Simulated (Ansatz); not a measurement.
# Sb: response to strain

The reference is Sb (space group R-3m, No. 166; a = 4.266 Å, c = 10.698 Å (hexagonal axes); relaxed with 0.1 eV smearing). Axes: x lies along a and z along c of the hexagonal cell.

Strains are applied to the cell and any free atomic positions relax; under biaxial strain the out-of-plane vector relaxes too; under stress the whole cell relaxes.

Calculations: DFT with PBEsol-D3(BJ), PAW potentials and a 420 eV plane-wave cutoff in Ansatz (a first-principles code), no spin-orbit coupling.

Notes on the quantities. energy relative to the base: free energy F; pressure: mean of the normal stresses, compression positive.

| case | volume per atom | energy relative to the base | pressure |
|---|---|---|---|
| base | 28.10 Å³ | 0 meV/atom | 0.0 GPa |
| biaxial strain +2.08 %, plane normal [001], relaxed out of plane | 28.53 Å³ | +6.8 meV/atom | -1.2 GPa |
| isotropic strain +5.24 % | 32.75 Å³ | +96 meV/atom | -5.8 GPa |
| uniaxial strain ε_yy = +1.21 % | 28.44 Å³ | +1.3 meV/atom | -0.7 GPa |
| uniaxial strain ε_zz = −2.96 % | 27.26 Å³ | +4.8 meV/atom | 1.4 GPa |
| uniaxial stress, 0.5 GPa compression along z | 27.94 Å³ | +0.5 meV/atom | – |

Beyond what the load breaks, stability against distortions was not tested.
